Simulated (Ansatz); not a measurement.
**A constructed model of the (111)B surface of zinc-blende GaP, P-terminated, 2x2 Ga adatom at T1 (bottom of the slab: 3 H on 4 bottom sites)**

Method: PBE (plane waves to 420 eV, PAW; Ansatz, a quantum-chemistry and plane-wave program).

Model: 36-atom slab, 14.3 Å thick at the start with caps and adatoms, 3x3x1 mesh, Fermi-Dirac 0.025 eV, dipole correction, 8 atoms held, the rest relaxed; held to the start's symmetry, so lower structures may exist; no spin (in PBE a spin-polarised start ends 0.03 eV a cell lower), no spin-orbit, no U. The slab shows no gap over 0.04 eV on its mesh. In PBE it lies 0.36 eV a 1x1 cell over the lowest computed structure of the same composition (2x2 Ga adatom at H3).

The work function of the top face is 4.97 eV and the energy released by relaxation comes out as 0.63 eV. The cost is around 10 core-minutes (rough).
